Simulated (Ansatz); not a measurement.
A computed series for Zn: alloy series

The parent structure is Zn in the hcp (Mg type) structure (space group P6_3/mmc, No. 194; a = 2.6468 Å, c = 4.6794 Å).

The other end (x = 1) is Cu in the hcp (Mg type) structure (space group P6_3/mmc, No. 194; a model cell, its experimental status unchecked): 11.45 Å³/atom, gap zero; this end may not be an ambient phase.

Cu replaces a fraction x of Zn; each row is one arrangement (x, atoms in the cell, starting space group or random), fully relaxed.

Method: r2SCAN (Ansatz, a quantum-chemistry and plane-wave program; PAW; 500 eV plane waves; no spin-orbit coupling).

```json
[
 {"Cu fraction x": "0", "volume per atom (Å³/atom)": "14.195"},
 {"Cu fraction x": "0.333 (R32, 6 atoms)", "volume per atom (Å³/atom)": "?"},
 {"Cu fraction x": "0.375 (Cmm2, 8 atoms)", "volume per atom (Å³/atom)": "12.782"},
 {"Cu fraction x": "0.375 (Pmm2, 8 atoms)", "volume per atom (Å³/atom)": "12.958"},
 {"Cu fraction x": "0.5 (Amm2, 8 atoms)", "volume per atom (Å³/atom)": "12.466"},
 {"Cu fraction x": "1", "volume per atom (Å³/atom)": "11.448"}
]
```

Fit V(x) = (1 − x) V(0) + x V(1) − b x(1 − x) with the ends held (b = 0 is Vegard's rule) to the rows shown and predict the withheld row.

Least squares on the printed values gives b = 1.32 Å³/atom, against 13.280 Å³/atom from the straight line alone (largest residual 0.102 Å³/atom); this predicts 12.988 Å³/atom, and the run gives 12.921 Å³/atom, 0.067 lower.

Each cell is one ordered arrangement of few atoms, which overstates ordering effects compared with a random alloy. Stability against distortions was not tested. The final runs are not spin-polarised. This is not the structure that Cu has at room temperature and ambient pressure.
